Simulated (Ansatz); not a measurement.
Start from WSe2 in the 2H-MoS2 type structure (space group P6_3/mmc, No. 194; a = 3.231 Å, c = 12.411 Å; layered, stacked along the Cartesian z axis).

Levels (all Ansatz, an electronic-structure program, PAW): PBEsol-D3(BJ) (420 eV, without spin-orbit coupling); r2SCAN (500 eV, scalar-relativistic without spin-orbit coupling); HSE06 (420 eV, no spin-orbit coupling).

At the geometry relaxed with PBEsol-D3(BJ), these levels gave the following band gaps, in shuffled order: (a) 0.83 eV, (b) 1.14 eV, (c) 0.67 eV.

Question: Match each gap to its level.

Answer: (a) r2SCAN; (b) HSE06; (c) PBEsol-D3(BJ).

Single points use the geometry relaxed with PBEsol-D3(BJ). The hybrid gap comes from the SCF mesh plus the semilocal run's edge points and a few special points and is an upper bound. Spin-orbit coupling, missing from the scalar runs, can matter with W. No phonon test of stability was made.
